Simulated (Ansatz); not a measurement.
Levels about the gap of amorphous IGZO (In14Ga6Zn6O36) (62 atoms in a cell of 823 Å³, 6.04 g/cm³; zone centre alone, so wide bands show as single levels with stretches between that a denser mesh fills), at the geometry that PBE relaxed, where it gives 0.2 GPa on a denser mesh. The participation number counts the atoms over which a state spreads; weights are charges in smoothed Voronoi cells. The levels come from a single point, so bond lengths are those of that geometry. Method of the levels: PBE, scalar-relativistic without spin-orbit coupling (Ansatz, an electronic-structure program). Sampling: the zone centre alone; Fermi-Dirac width 0.02 eV; no spin polarisation. At PBE the levels at the filled edge of the gap are localised (band-tail or defect states).

The cell was made by melting and quenching with the CHGNet potential and then relaxed with DFT. O atoms were pushed apart under 1.9 Å during the dynamics, to hinder bonds among them. The hot cell started wider than the set density and was brought back towards it in steps. It is the lowest in DFT energy of 2 quenches. It is a model cell: composition and starting density were chosen by hand, and all elements were melted together. No dispersion term was used. Its density started from a set value of 6.16 and ended at 6.04 g/cm³. The simulated quench (nominally 190 K/ps over its main leg) is rapid and tends to freeze in more defects than a deposited or slowly cooled glass has. Values belong to this one cell and scatter from quench to quench. The volume was free in the relaxation, at fixed shape. Stress components on the final sampling reach 2.6 GPa.

```json
[
 {"E - E(highest filled), eV": "-0.32", "filling": "filled", "participation number": "23.1", "largest on": "O, 4 neighbours", "weight O": "0.90", "weight In": "0.03", "weight Zn": "0.06", "weight Ga": "0.02"},
 {"E - E(highest filled), eV": "-0.28", "filling": "filled", "participation number": "8.8", "largest on": "O, 3 neighbours", "weight O": "0.93", "weight In": "0.03", "weight Zn": "0.03", "weight Ga": "0.01"},
 {"E - E(highest filled), eV": "-0.19", "filling": "filled", "participation number": "14.0", "largest on": "O, 3 neighbours", "weight O": "0.89", "weight In": "0.03", "weight Zn": "0.07", "weight Ga": "0.01"},
 {"E - E(highest filled), eV": "-0.16", "filling": "filled", "participation number": "14.6", "largest on": "O, 4 neighbours", "weight O": "0.85", "weight In": "0.04", "weight Zn": "0.10", "weight Ga": "0.01"},
 {"E - E(highest filled), eV": "-0.12", "filling": "filled", "participation number": "23.8", "largest on": "O, 4 neighbours", "weight O": "0.89", "weight In": "0.03", "weight Zn": "0.07", "weight Ga": "0.01"},
 {"E - E(highest filled), eV": "-0.03", "filling": "filled", "participation number": "8.5", "largest on": "O, 3 neighbours", "weight O": "0.88", "weight In": "0.02", "weight Zn": "0.09", "weight Ga": "0.01"},
 {"E - E(highest filled), eV": "0.00", "filling": "filled", "participation number": "4.8", "largest on": "O, 3 neighbours", "weight O": "0.92", "weight In": "0.03", "weight Zn": "0.05", "weight Ga": "0.01"},
 {"E - E(highest filled), eV": "0.65", "filling": "empty", "participation number": "56.0", "largest on": "In, 5 neighbours", "weight O": "0.50", "weight In": "0.32", "weight Zn": "0.11", "weight Ga": "0.07"},
 {"E - E(highest filled), eV": "3.42", "filling": "empty", "participation number": "32.3", "largest on": "In, 5 neighbours", "weight O": "0.59", "weight In": "0.33", "weight Zn": "0.05", "weight Ga": "0.03"},
 {"E - E(highest filled), eV": "3.57", "filling": "empty", "participation number": "26.6", "largest on": "In, 5 neighbours", "weight O": "0.58", "weight In": "0.32", "weight Zn": "0.07", "weight Ga": "0.03"},
 {"E - E(highest filled), eV": "3.70", "filling": "empty", "participation number": "37.0", "largest on": "In, 5 neighbours", "weight O": "0.58", "weight In": "0.34", "weight Zn": "0.04", "weight Ga": "0.04"},
 {"E - E(highest filled), eV": "3.78", "filling": "empty", "participation number": "30.8", "largest on": "In, 5 neighbours", "weight O": "0.58", "weight In": "0.33", "weight Zn": "0.07", "weight Ga": "0.02"},
 {"E - E(highest filled), eV": "4.00", "filling": "empty", "participation number": "33.0", "largest on": "In, 5 neighbours", "weight O": "0.60", "weight In": "0.27", "weight Zn": "0.08", "weight Ga": "0.05"},
 {"E - E(highest filled), eV": "4.17", "filling": "empty", "participation number": "43.5", "largest on": "In, 5 neighbours", "weight O": "0.60", "weight In": "0.29", "weight Zn": "0.06", "weight Ga": "0.05"}
]
```

Most localised among these is the filled level at +0.00 eV, on a O atom, which has 3 neighbours (Zn 1.90 Å, In 2.06 Å, In 2.10 Å).
